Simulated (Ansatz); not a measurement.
The parent structure is BP in the rock salt structure (space group Fm-3m, No. 225; a = 4.2887 Å; a hypothetical phase, not in the database extracts checked).

Calculations: PBEsol/PAW in Ansatz (a program for electronic structure), no spin-orbit coupling.

Base values:

The band gap is zero. The lattice parameter a is 4.289 Å.

It is then changed as follows: hydrostatic tension (pressure −1 GPa).

Problem. Predict the new band gap and lattice parameter a.

Solution. The band gap stays zero; the lattice parameter a increases by 0.008 Å, from 4.289 Å to 4.297 Å.

Load acts through the strain it causes; cell and atoms are relaxed under it. Stability against distortions was not tested. The final runs are not spin-polarised.
